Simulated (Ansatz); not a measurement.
**ZrC in the rock salt structure (space group Fm-3m, No. 225)**

```cif
data_C4Zr4
_chemical_formula_sum 'Zr4 C4'
_space_group_name_H-M_alt 'Fm-3m'
_space_group_IT_number 225
_space_group_name_Hall '-F 4 2 3'
_cell_length_a 4.66890
_cell_length_b 4.66890
_cell_length_c 4.66890
_cell_angle_alpha 90.000
_cell_angle_beta 90.000
_cell_angle_gamma 90.000
loop_
_atom_site_label
_atom_site_type_symbol
_atom_site_symmetry_multiplicity
_atom_site_Wyckoff_symbol
_atom_site_fract_x
_atom_site_fract_y
_atom_site_fract_z
_atom_site_occupancy
Zr1 Zr 4 a 0.00000 0.00000 0.00000 1
C1 C 4 b 0.50000 0.50000 0.50000 1
```
(The calculation used a cell of 2 atoms; values per cell refer to that cell.)

Level of theory: PBEsol in Ansatz (plane waves to 420 eV, PAW, no spin-orbit coupling). k-mesh 17×17×17 (Γ-centred); smearing 0.05 eV (Fermi–Dirac).

```yaml
volume_per_atom: 12.72 Å³
density: 6.74 g/cm³
band_gap: zero
total_energy: -2188.586 eV/atom (σ→0; compares only within this code and set-up)
```

No phonon test of stability was made. The final runs are not spin-polarised.

Ansatz is an electronic-structure program.
